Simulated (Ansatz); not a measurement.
# Hypothetical P6_3/mmc SnS2: thickness series

The reference is SnS2 in the 2H-MoS2 type structure (space group P6_3/mmc, No. 194; a = 3.589 Å, c = 11.889 Å; a hypothetical phase, not in the database extracts checked; layered, stacked along the Cartesian z axis).

Free-standing slabs (3 atom(s) a layer) normal to the stacking axis with 15 Å of vacuum; in-plane cell relaxed.

The values are results of PBE-D3(BJ)/PAW in Ansatz (an electronic-structure program), no SOC, not measurements.

Notes on the quantities. excess energy per area of both faces: slab less bulk energy over the cell's area: twice a surface energy; uncertain by up to 0.1 J/m².

```csv
variant,excess energy per area of both faces,band gap,in-plane lattice parameter a
base,–,zero,3.589 Å
1 layer,[?],0.78 eV,3.581 Å
2 layers,0.3 J/m²,0.49 eV,3.586 Å
3 layers,0.3 J/m²,[?],3.585 Å
```

What belongs in the blanks?


- 1 layer, excess energy per area of both faces: 0.35 J/m²
- 3 layers, band gap: 0.32 eV

The excess energy carries the mismatch between the slab's and the bulk's meshes. No phonon test of stability was made. The final runs are not spin-polarised. The zero or small gap of SnS2 can change with the level of theory.
